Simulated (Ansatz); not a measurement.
# Ge vacancy + Sb on the Ge site in germanium

Level of theory: PBE, PAW (plane waves to 420 eV; Ansatz, an electronic-structure program). Cell: 64 sites, 2×2×2; final energies on a 2×2×2 shifted mesh. Sites at the start: the Ge site; Ge 2.49 Å away. Finite-size and sampling errors can reach tenths of an eV here. PBE closes or nearly closes this host's gap, so even the neutral cell can hold carriers in host bands. Spin–orbit coupling is left out, which matters for these heavy elements. Each state is the lowest found from its start.

Formation energies E_f are those of the neutral cell. Chemical conditions: host crystal and elements as references (Δμ(Ge) = 0.00 eV, Δμ(Sb) = 0.00 eV; Sb taken from its element, since no compound that bounds it was computed at this level; only phases computed here count, gases as isolated molecules at 0 K). Reference phases: Ge: germanium, Sb: rhombohedral Sb.

The name describes the start; the neighbours show where the atoms ended.

| charge | moment (μB) | largest move off a lattice site (Å) | neighbours of the last Sb atom of the defect at the end (Å) | E_f, host crystal and elements as references (eV) | above the lowest spin state (eV) |
|---|---|---|---|---|---|
| 0† | quenched | 0.46 | Ge 2.71, Ge 2.71, Ge 2.71, Ge 3.45, Ge 3.45, Ge 3.45 | 1.73 | 0.00 |
| 0† | quenched | 0.46 | Ge 2.71, Ge 2.71, Ge 2.71, Ge 3.45, Ge 3.45, Ge 3.45 | 1.73 | 0.00 |

† Not settled in this cell, so no level is given: charge 0: a level filled in part.

Starting moments that weren't kept: charge 0 began with 1 μB and ended with 0.0; charge 0 began with 3 μB and ended with 0.0.

All states together cost around 5 core-hours (rough).
